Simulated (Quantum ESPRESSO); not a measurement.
A self-consistent single point of YSi2Ir2 (I4/mmm, 5 atoms in the cell) with Quantum ESPRESSO.

Method: vdW-DF2, SSSP 1.1.2 efficiency (PBE) pseudopotentials (plane waves; Quantum ESPRESSO 7.5).

```yaml
crystal:
  lattice:
    - [2.03407, -2.03407, 4.96286]
    - [2.03407, 2.03407, 4.96286]
    - [-2.03407, -2.03407, 4.96286]
  atoms:
    - { symbol: Y, position: [0.00000, 0.00000, 0.00000] }
    - { symbol: Si, position: [0.00000, 0.62199, 0.62199] }
    - { symbol: Si, position: [0.00000, 0.37801, 0.37801] }
    - { symbol: Ir, position: [0.50000, 0.25000, 0.75000] }
    - { symbol: Ir, position: [0.50000, 0.75000, 0.25000] }
```

Reference input (self-consistent single point, DFT, LDA (PZ), plane waves, GBRV 1.5 ultrasoft (LDA) pseudopotentials): ecutwfc = 40 Ry; ecutrho = 320 Ry; occupations = smearing; smearing = fd; degauss = 0.0073499 Ry; potentials = {Y: y_lda_v1.4.uspp.F.UPF, Si: si_lda_v1.uspp.F.UPF, Ir: ir_lda_v1.2.uspp.F.UPF}; K_POINTS = automatic 9 9 9 0 0 0; conv_thr = 1e-10 Ry. This run's input differs from it in these lines:

```diff
@@ -14,4 +14,4 @@
  ntyp = 3,
- ecutwfc = 40,
- ecutrho = 320,
+ ecutwfc = 50,
+ ecutrho = 400,
  occupations = 'smearing',
@@ -19,2 +19,3 @@
  degauss = 0.0073499,
+ input_dft = 'vdw-df2',
 /
@@ -24,5 +25,5 @@
 ATOMIC_SPECIES
-Y     88.9058  y_lda_v1.4.uspp.F.UPF
-Si    28.0850  si_lda_v1.uspp.F.UPF
-Ir   192.2170  ir_lda_v1.2.uspp.F.UPF
+Y     88.9058  Y_pbe_v1.uspp.F.UPF
+Si    28.0850  Si.pbe-n-rrkjus_psl.1.0.0.UPF
+Ir   192.2170  Ir_pbe_v1.2.uspp.F.UPF
 ATOMIC_POSITIONS {angstrom}
```

Output (repeated stretches shortened):

```
     Self-consistent Calculation

     iteration #  1     ecut=    50.00 Ry     beta= 0.70

     negative rho (up, down):  6.382E-01 0.000E+00

     total energy              =    -475.28643531 Ry
     estimated scf accuracy    <       2.86126496 Ry

     iteration #  2     ecut=    50.00 Ry     beta= 0.70

     negative rho (up, down):  6.904E-01 0.000E+00

     total energy              =    -475.44391379 Ry
     estimated scf accuracy    <      10.31398243 Ry

     iteration #  3     ecut=    50.00 Ry     beta= 0.70

     negative rho (up, down):  6.911E-01 0.000E+00

     total energy              =    -476.89464870 Ry
     estimated scf accuracy    <       0.03840704 Ry

   [... 7 blocks of this kind left out ...]

     iteration # 11     ecut=    50.00 Ry     beta= 0.70

     negative rho (up, down):  6.870E-01 0.000E+00

     total energy              =    -476.92181148 Ry
     estimated scf accuracy    <          2.1E-09 Ry

     iteration # 12     ecut=    50.00 Ry     beta= 0.70

     negative rho (up, down):  6.870E-01 0.000E+00
     End of self-consistent calculation

     the Fermi energy is    16.3478 ev

!    total energy              =    -476.92181148 Ry
     estimated scf accuracy    <          8.2E-11 Ry
     smearing contrib. (-TS)   =      -0.00415105 Ry
     internal energy E=F+TS    =    -476.91766043 Ry

     convergence has been achieved in  12 iterations

     negative rho (up, down):  6.870E-01 0.000E+00

     Forces acting on atoms (cartesian axes, Ry/au):

     atom    1 type  1   force =     0.00000000    0.00000000    0.00000000
     atom    2 type  2   force =     0.00000000    0.00000000   -0.03186945
     atom    3 type  2   force =     0.00000000    0.00000000    0.03186945
     atom    4 type  3   force =     0.00000000    0.00000000    0.00000000
     atom    5 type  3   force =     0.00000000    0.00000000    0.00000000

     Total force =     0.045070     Total SCF correction =     0.000007

     negative rho (up, down):  6.870E-01 0.000E+00
          total   stress  (Ry/bohr**3)                   (kbar)     P=      134.00
   0.00098403  -0.00000000  -0.00000000          144.76       -0.00       -0.00
  -0.00000000   0.00098403   0.00000000           -0.00      144.76        0.00
  -0.00000000   0.00000000   0.00076461           -0.00        0.00      112.48

   JOB DONE.
```

The run converged in 12 iterations. Against the reference run the pressure goes from -7.10 to 13.40 GPa and the largest force goes from 0.103 to 0.819 eV/Å.

The starting cell comes from a database of computed structures (which also holds hypothetical and non-ambient phases and stackings), without a prior relaxation at this level. Spin polarisation is off. With a pressure of about 13 GPa the cell is away from its equilibrium volume at this level.

Cost on one core of a shared machine: roughly 5 min.
